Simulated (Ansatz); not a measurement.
Consider the following.

```xyz
2
Lattice="4.0504 0.0000 0.0000 0.0000 4.0504 0.0000 2.0252 -2.0252 2.9339" Properties=species:S:1:pos:R:3 pbc="T T T"
Pb     0.0000     0.0000     0.0000
S      2.0252     2.0252     0.0000
```

No spin polarisation.

The values are results of DFT with LDA, PAW potentials and a 420 eV plane-wave cutoff in Ansatz (a program for electronic structure), without spin-orbit coupling, not measurements. k-mesh 10×10×10 (Γ-centred); smearing 0.05 eV (Fermi–Dirac).

Task: Predict the pressure and space group.

Result: The pressure (mean of the normal stresses, compression positive) is 2.64 GPa. The space group is I4/mmm (No. 139).

The cells carry an imposed strain or load. No phonon test of stability was made. The cell was made from PbS in the rock salt structure (space group Fm-3m, No. 225) by this change: biaxial strain −2.00 %, plane normal [001], relaxed out of plane.
